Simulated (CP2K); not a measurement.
# Converging the k-point mesh: BaAlGeH (P3m1, 4 atoms in the cell)

```yaml
crystal:
  lattice:
    - [4.36041, 0.00000, 0.00000]
    - [-2.18020, 3.77622, 0.00000]
    - [0.00000, 0.00000, 5.22380]
  atoms:
    - { symbol: Ba, position: [0.33333, 0.66667, 0.10859] }
    - { symbol: Al, position: [0.00000, 0.00000, 0.64135] }
    - { symbol: Ge, position: [0.66667, 0.33333, 0.55274] }
    - { symbol: H, position: [0.00000, 0.00000, 0.97289] }
```

Level of theory: PBEsol, GPW, DZVP-MOLOPT-SR-GTH basis, GTH-PBE potentials (GTH_POTENTIALS) in CP2K.

Base settings: CUTOFF = 500 Ry; REL_CUTOFF = 50 Ry; KPOINTS/SCHEME = MONKHORST-PACK 3 3 2; GAMMA_CENTERED = T; XC_FUNCTIONAL = PBE:PBESOL; Ba/BASIS_SET = DZVP-MOLOPT-SR-GTH-q10; Ba/POTENTIAL = GTH-PBE-q10; Al/BASIS_SET = DZVP-MOLOPT-SR-GTH-q3; Al/POTENTIAL = GTH-PBE-q3; Ge/BASIS_SET = DZVP-MOLOPT-SR-GTH-q4.

Moved along: GAMMA_CENTERED.

The second cell is the first with its lattice scaled by 0.98.

Only quantities that move along the ladder and can be compared are tabulated.

The starting cell comes from a database of computed structures (which also holds hypothetical and non-ambient phases and stackings), without a prior relaxation at this level. Its lattice was rescaled by up to half a per cent. One atom was moved a little off its site on purpose. Values carry the incompleteness of an atom-centred basis. The potentials were made for another functional than the one used.

Steps (KPOINTS/SCHEME): MONKHORST-PACK 2 2 1; MONKHORST-PACK 2 2 2; MONKHORST-PACK 3 3 2; MONKHORST-PACK 4 4 3; MONKHORST-PACK 5 5 4; MONKHORST-PACK 6 6 4; MONKHORST-PACK 6 6 5; MONKHORST-PACK 7 7 5; MONKHORST-PACK 8 8 6; MONKHORST-PACK 9 9 7; MONKHORST-PACK 10 10 8; MONKHORST-PACK 11 11 8; MONKHORST-PACK 13 13 9; MONKHORST-PACK 14 14 10; MONKHORST-PACK 15 15 11.

What is the coarsest KPOINTS/SCHEME that holds the energy of the compressed cell less the first within 1 meV/atom of the last step, with all finer ones?

MONKHORST-PACK 4 4 3; the step before is off by 1.5 meV/atom.

What is the coarsest KPOINTS/SCHEME that holds the pressure within 0.5 GPa of the last step, with all finer ones?

MONKHORST-PACK 2 2 2; the step before is off by 2.6 GPa.

What is the coarsest KPOINTS/SCHEME that holds the free energy within 0.5 meV/atom of the last step, with all finer ones?

MONKHORST-PACK 8 8 6; the step before is off by 0.79 meV/atom.

```tsv
KPOINTS/SCHEME	free energy less the last step's (meV/atom)	energy of the compressed cell less the first (meV/atom)	pressure (GPa)	largest difference of a force vector from the last step's (eV/Å)	gap on the mesh (eV)
MONKHORST-PACK 2 2 1	383.78	-11.28	-2.81	1.398	0.998
MONKHORST-PACK 2 2 2	275.20	7.69	-0.65	0.879	0.451
MONKHORST-PACK 3 3 2	59.93	10.49	-0.39	0.149	1.031
MONKHORST-PACK 4 4 3	16.13	11.45	-0.27	0.038	0.782
MONKHORST-PACK 5 5 4	5.65	11.75	-0.23	0.024	0.626
MONKHORST-PACK 6 6 4	2.03	11.90	-0.22	0.014	0.533
MONKHORST-PACK 6 6 5	1.93	11.83	-0.22	0.015	0.645
MONKHORST-PACK 7 7 5	0.79	11.93	-0.21	0.008	0.643
MONKHORST-PACK 8 8 6	0.30	11.96	-0.21	0.005	0.533
MONKHORST-PACK 9 9 7	0.11	11.98	-0.21	0.002	0.556
MONKHORST-PACK 10 10 8	0.05	11.99	-0.20	0.001	0.533
MONKHORST-PACK 11 11 8	0.02	11.99	-0.20	0.001	0.498
MONKHORST-PACK 13 13 9	0.00	12.00	-0.20	0.000	0.538
MONKHORST-PACK 14 14 10	0.00	12.00	-0.20	0.000	0.531
MONKHORST-PACK 15 15 11	0.00	12.00	-0.20	0.000	0.533
```

The energy difference between the two cells stays within 1 meV/atom of the last step's from MONKHORST-PACK 4 4 3 on, the total only from MONKHORST-PACK 7 7 5 on: much of the error is common to both cells and cancels.

The gap on the mesh jumps up and down from mesh to mesh; it is no smooth measure of convergence.
